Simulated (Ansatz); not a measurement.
Functionals compared on the (10-13) surface of hcp Be in its 1x1 cell, outermost plane spacing 0.17 Å in the ideal cut, in Ansatz (plane waves, PAW). The structure was relaxed with PBE; the other rows are single points on it, each with its references at the same level. Cutoff 420 eV (500 eV for r2SCAN).

Slab: 22 atoms, 10.3 Å thick at the start (thin: gaps and levels are the slab's own); k 17x6x1, smearing 0.1 eV, dipole-corrected; all atoms relaxed; held to the part of the start's symmetry that mesh and held atoms allow; no spin, no spin-orbit, no U. These notes are the PBE run's.

```tsv
functional	surface energy (J/m²)	work function of the top face (eV)	rough cost of the single point
PBE	2.49	4.39	–
LDA	2.75	4.56	very roughly 110 core-seconds
PBEsol	2.66	4.44	very roughly 2.1 core-minutes
RPBE	2.34	4.31	very roughly 110 core-seconds
r2SCAN	(withheld)	(withheld)	very roughly 4 core-minutes
```

Question: Fill in the missing entries.

Answer: 
- r2SCAN, surface energy (J/m²): 2.57
- r2SCAN, work function of the top face (eV): 4.38

Ansatz is an electronic-structure program.
